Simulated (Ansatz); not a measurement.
Converging the k-point mesh: CsGeI3 (Cm, 5 atoms in the cell)

```yaml
crystal:
  lattice:
    - [4.36642, -4.23686, 0.00000]
    - [4.36642, 4.23686, 0.00000]
    - [-0.32524, 0.00000, 6.13785]
  atoms:
    - { symbol: Cs, position: [0.91129, 0.91129, 0.59476] }
    - { symbol: Ge, position: [0.37265, 0.37265, 0.13414] }
    - { symbol: I, position: [0.41162, 0.41162, 0.58077] }
    - { symbol: I, position: [0.91993, 0.40881, 0.09324] }
    - { symbol: I, position: [0.40881, 0.91993, 0.09324] }
```

Computed with LDA (PW92), default PAW files made with PBE (plane waves; Ansatz, a program for electronic structure).

Base settings: basis.ecutwfc = 30.9 Ry; kpoints.mp_grid.grid = 3 3 3; hamiltonian.xc = lda; hamiltonian.pseudopotentials = {kind: paw} (the program's default PAW files); scf.occupations.method = fixed.

The second cell is the first with its lattice scaled by 0.98.

Only quantities that move along the ladder and can be compared are tabulated.

The count of work is k-points × plane waves × bands × iterations; it is no time. Core times come from one kind of shared machine, to one figure; runs under 30 s give none.

The starting cell comes from a database of computed structures (which also holds hypothetical and non-ambient phases and stackings), without a prior relaxation at this level. Its lattice was rescaled by up to half a per cent. One atom was moved a little off its site on purpose. Spin-orbit coupling is off. Ansatz's pressure includes its estimate of the finite-basis (Pulay) stress.

```tsv
kpoints.mp_grid.grid	free energy less the last step's (meV/atom)	energy of the compressed cell less the first (meV/atom)	pressure (GPa)	largest difference of a force vector from the last step's (eV/Å)	gap on the mesh (eV)	count of work / last	core time / last (rough)
1 1 1	-296.21	-15.33	-1.53	2.002	3.886	0.0021	–
2 2 2	116.95	-3.19	-0.74	0.804	0.988	0.013	–
3 3 3	-20.32	-27.64	-2.06	0.173	2.781	0.021	–
4 4 4	5.71	-21.59	-1.74	0.071	1.044	0.050	–
5 5 5	-1.68	-24.04	-1.86	0.025	1.800	0.082	–
6 6 6	0.56	-23.12	-1.82	0.010	1.049	0.14	0.1
7 7 7	-0.19	-23.51	-1.83	0.004	1.440	0.21	0.2
8 8 8	0.07	-23.34	-1.83	0.002	1.050	0.32	0.3
9 9 9	-0.03	-23.42	-1.83	0.001	1.282	0.43	0.4
10 10 10	0.01	-23.38	-1.83	0.000	1.050	0.59	0.6
11 11 11	-0.01	-23.40	-1.83	0.000	1.201	0.77	0.8
12 12 12	0.00	-23.39	-1.83	0.000	1.050	1.0	1
```

Coarsest kpoints.mp_grid.grid that holds the pressure within 0.2 GPa of the last step, with all finer ones: 4 4 4, at 0.050 of the last step's count of work; the step before is off by 0.23 GPa.

Coarsest kpoints.mp_grid.grid that holds the forces within 0.005 eV/Å of the last step, with all finer ones: 7 7 7, at 0.21 of the last step's count of work and about 0.2 of the last step's time; the step before is off by 0.010 eV/Å.

Coarsest kpoints.mp_grid.grid that holds the free energy within 5 meV/atom of the last step, with all finer ones: 5 5 5, at 0.082 of the last step's count of work; the step before is off by 5.7 meV/atom.

The energy difference between the two cells stays within 1 meV/atom of the last step's from 5 5 5 on, the total only from 6 6 6 on: much of the error is common to both cells and cancels.

The gap on the mesh jumps up and down from mesh to mesh; it is no smooth measure of convergence.

Keys are those of Ansatz 0.2.
